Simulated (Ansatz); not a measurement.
# Effect of biaxial strain −3.00 %, plane normal [001], relaxed out of plane on TiB2

Take TiB$_{2}$ (space group P6/mmm, No. 191; a = 3.032 Å, c = 3.224 Å; relaxed with 0.1 eV smearing) as the base. Axes: x lies along a and z along c of the hexagonal cell.

The change: biaxial strain −3.00 %, plane normal [001], relaxed out of plane (Cartesian); in-plane vectors clamped, the third vector and the atoms free.

The values are results of Ansatz (a program for electronic structure), PBE, PAW, cutoff 420 eV, without spin-orbit coupling, not measurements. Γ-centred 22×22×18 mesh, Fermi–Dirac width 0.1 eV.

```tsv
quantity	base	changed	shift
volume per atom	8.56 Å³	8.16 Å³	-0.393 Å³
space group	P6/mmm (No. 191)	P6/mmm (No. 191)	–
shortest interatomic distance	3.308 bohr	3.209 bohr	-0.099 bohr
pressure (mean of the normal stresses, compression positive)	0.0 GPa	15.1 GPa	+15.1 GPa
band gap	zero	zero	–
out-of-plane strain	–	+1.40 %	–
ratio −ε⊥/ε∥	–	0.47	–
mean in-plane stress (compression positive)	–	+22.7 GPa	–
```

Final structure (turned so that z lies along the plane normal):

```
TiB2
1.0
    2.94141     0.00000     0.00000
    1.47070     2.54734     0.00000
    0.00000     0.00000     3.26884
Ti B
1 2
Direct
  0.00000   0.00000   0.00000
  0.66667   0.66667   0.50000
  0.33333   0.33333   0.50000
```

Stability against distortions was not tested. The final runs are not spin-polarised.
